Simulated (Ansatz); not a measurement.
The structure below was relaxed with r2SCAN, PAW, 500 eV (Ansatz, an electronic-structure program; no spin-orbit coupling), earlier PAW set, at pressure 60 GPa.

```
CELL_PARAMETERS angstrom
      0.00000     2.50676     2.50676
      2.50676     0.00000     2.50676
      2.50676     2.50676     0.00000
ATOMIC_POSITIONS crystal
  As 0.75000 0.75000 0.75000
  Ga 0.00000 0.00000 0.00000
```

Question: Find the space group and the Wyckoff positions.

Answer: Space group F-43m (No. 216); a = b = c = 5.014 Å, α = β = γ = 90.00°

| atom | site | symmetry | x | y | z |
|---|---|---|---|---|---|
| As | 4c | -43m | 0.2500 | 0.2500 | 0.2500 |
| Ga | 4a | -43m | 0.0000 | 0.0000 | 0.0000 |

Question: Describe the coordination.

Answer: The crystal has 8 atoms in its conventional cell. Conventional cell: a = 5.014 Å, b = 5.014 Å, c = 5.014 Å, α = 90.00°, β = 90.00°, γ = 90.00°. As is coordinated by 4 Ga at 2.171 Å (tetrahedral). Ga has 4 As at 2.171 Å (tetrahedral). (Neighbours: up to the widest gap in distance over summed covalent radii, below 1.35, at either atom; cation-cation and far metal-metal contacts left out.)

Load acts through the strain it causes; cell and atoms are relaxed under it. No phonon test of stability was made. Measured, GaAs leaves this structure (for a Cmcm phase) near 15 GPa (room temperature; as listed in arXiv:1906.07825). The cell was made from GaAs in the zinc blende structure (space group F-43m, No. 216) by this change: pressure 60 GPa.
